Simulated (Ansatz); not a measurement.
# Response to strain in GaAs

Start from GaAs in the zinc blende structure (space group F-43m, No. 216; a = 5.6667 Å). Axes: x, y, z lie along the cube axes.

Strains are applied to the cell and any free atomic positions relax; under biaxial strain the out-of-plane vector relaxes too.

Level of theory: r2SCAN (Ansatz, a program for electronic structure, PAW, no spin-orbit coupling).

Notes on the quantities. energy relative to the base: free energy F.

| biaxial strain, plane normal [001], relaxed out of plane (%) | energy relative to the base (meV/atom) |
|---|---|
| -3 | 17.1 |
| -2.5 | ? |
| -2 | 7.4 |
| -1.5 | 4.1 |
| -1 | 1.8 |
| -0.5 | 0.4 |
| 0 | 0.0 |

Fit ΔE = Aε² + Bε³ (ε in %) to the rows shown and predict the withheld row.

Least squares on the printed values gives A = 1.75 and B = -0.052 meV/atom (largest residual 0.0 meV/atom); this predicts 11.7 meV/atom, and the run gives 11.7 meV/atom, in agreement.

Stability against distortions was not tested.
